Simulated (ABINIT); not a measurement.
Checking a run of ABINIT on BaMnO₃ (Pm-3m, 5 atoms in the cell). The aim is a self-consistent single point with DFT, PBEsol, plane waves, PAW (JTH v2.0 PBE PAW, files made for PBE).

Cell that was meant: a = 4.0188 Å, b = 4.0188 Å, c = 4.0188 Å, α = 90.00°, β = 90.00°, γ = 90.00°.

Part of the input:

```
nshiftk 1
shiftk 0 0 0
nstep 60
toldfe 0.001
prtwf 0
prtden 0
prtvol 1
```

Output (repeated stretches shortened):

```
 Symmetries : space group Pm -3 m (#221); Bravais cP (primitive cubic)

 -outvars: echo values of preprocessed input variables --------
   [... lines left out ...]

 Coarse grid specifications (used for wave-functions):

 getcut: wavevector=  0.0000  0.0000  0.0000  ngfft=  40  40  40
         ecut(hartree)=     30.000   => boxcut(ratio)=   2.13619

 Fine grid specifications (used for densities):

 getcut: wavevector=  0.0000  0.0000  0.0000  ngfft=  54  54  54
         ecut(hartree)=     60.000   => boxcut(ratio)=   2.03920

   4.52803982E+03                                ecore*ucvol(ha*bohr**3)

_setup2: Arith. and geom. avg. npw (full set) are    3437.576    3437.561
--- !BeginCycle
solver: {iscf: 17, nstep: 60, nline: 4, wfoptalg: 10, }
tolerances: {toldfe: 1.00E-03, }
...

     iter   Etot(hartree)     deltaE(h) residm    nres2    magn
 ETOT  1  -173.02407361369    -1.73E+02 5.58E+00 1.25E+03 2.165
 ETOT  2  -187.02902023615    -1.40E+01 2.25E-01 3.70E+03 1.858
 ETOT  3  -179.31173664804     7.72E+00 8.87E-01 8.26E+02 2.304
 ETOT  4  -179.27258564042     3.92E-02 3.21E-01 2.51E+02 1.916
 ETOT  5  -179.00162052115     2.71E-01 6.74E-02 2.24E+01 2.747
   [... 4 lines left out ...]
 ETOT 10  -179.03737970051    -1.87E-03 2.10E-04 3.14E+00 3.000
 ETOT 11  -179.03617734285     1.20E-03 2.35E-04 8.25E-01 3.000
 ETOT 12  -179.03557911014     5.98E-04 7.86E-05 2.01E-02 3.003
 ETOT 13  -179.03560369032    -2.46E-05 1.04E-05 2.48E-02 3.003
 At SCF step   13, etot is converged :
  for the second time, diff in etot=  2.458E-05 < toldfe=  1.000E-03

 Cartesian components of stress tensor (hartree/bohr^3)
  sigma(1 1)=  3.16074050E-04  sigma(3 2)=  0.00000000E+00
  sigma(2 2)=  3.16074050E-04  sigma(3 1)=  0.00000000E+00
  sigma(3 3)=  3.16074050E-04  sigma(2 1)=  0.00000000E+00

 Integrated electronic and magnetization densities in atomic spheres:
 Radius=ratsph(iatom), smearing ratsm=  0.0000. Diff(up-dn)=approximate z local magnetic moment.
 Atom    Radius    up_density   dn_density  Total(up+dn)  Diff(up-dn)
    1   2.31519     3.268487     3.268626      6.537113    -0.000139
    2   2.11192     7.898848     5.082431     12.981278     2.816417
   [... lines left out ...]
 Total magnetization (from the atomic spheres):             2.854350
 Total magnetization (exact up - dn):                       3.002976
 Fermi (or HOMO) energy (hartree) =   0.13273   Average Vxc (hartree)=  -0.42321
   [... lines left out ...]
total_energy        : -1.79024046054324E+02
total_energy_eV     : -4.87149203735454E+03
...

-Cartesian components of stress tensor (GPa)         [Pressure= -9.2992E+00 GPa]
- sigma(1 1)=  9.29921804E+00  sigma(3 2)=  0.00000000E+00
- sigma(2 2)=  9.29921804E+00  sigma(3 1)=  0.00000000E+00
- sigma(3 3)=  9.29921804E+00  sigma(2 1)=  0.00000000E+00

 Calculation completed.
```

Can these results be used? Check the input.

The run is not sound. The fault is a convergence threshold that is too loose. A loop that stops early leaves an energy error of second order in the density error, but errors of first order in forces and stress. To fix it, tighten the threshold. The run converged in 13 iterations without an error; against the sound input the free energy is nearly the same (within 1 meV/atom), the pressure goes from -12.80 to -9.30 GPa and the size of the net moment stays at 0.60 μB/atom.

The sound input it was made from differs as follows (other fixes are possible):
```diff
-toldfe 0.001
+tolvrs 1.0e-10
```

With that input, the run converged in 26 iterations: free energy E − TS -4871.81 eV; Fermi level (on the code's own zero) 3.59 eV; pressure -12.80 GPa; size of the cell's spin moment 3.00 μB; site moments (μB, in the program's spheres or projections) Ba 0.00, Mn 2.83, O 0.01, O 0.01, O 0.01 (DFT, PBEsol, plane waves, PAW (JTH v2.0 PBE PAW, files made for PBE)).

On the sound input: the starting cell comes from a database of computed structures (which also holds hypothetical and non-ambient phases and stackings), without a prior relaxation at this level. Its lattice was rescaled by a random factor within 2.5 % of one. With one magnetic atom in the cell only a parallel order is possible. The potentials were made for another functional than the one used. With a pressure of about -13 GPa the cell is away from its equilibrium volume at this level.
